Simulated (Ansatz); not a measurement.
The reference is TiSi2 (space group Fddd, No. 70; a = 4.7791 Å, b = 8.2295 Å, c = 8.5206 Å). Axes: x, y, z lie along a, b, c of the conventional cell.

Method: DFT with r2SCAN, PAW potentials and a 500 eV plane-wave cutoff in Ansatz (a program for electronic structure), spin-orbit coupling left out.

Base values:

- Pressure: 0.0 GPa
- Shortest interatomic distance: 2.519 Å

Perturbation: tensor shear ε_xz = +3.30 % (engineering shear γ = 0.0660), atoms relaxed at fixed cell.

How does this affect the pressure, shortest interatomic distance and energy relative to the base?

The pressure (mean of the normal stresses, compression positive) goes from zero to 0.3 GPa; the shortest interatomic distance falls by 0.035 Å (2.519 Å → 2.484 Å); the energy increases by 21 meV/atom.

Without a gap, meshes like the base's 13×13×13 leave anisotropic stresses uncertain by several tenths of a GPa, and small strain energies with them. The cells carry an imposed strain or load. Whether these cells are dynamically stable was not tested. The final runs are not spin-polarised.
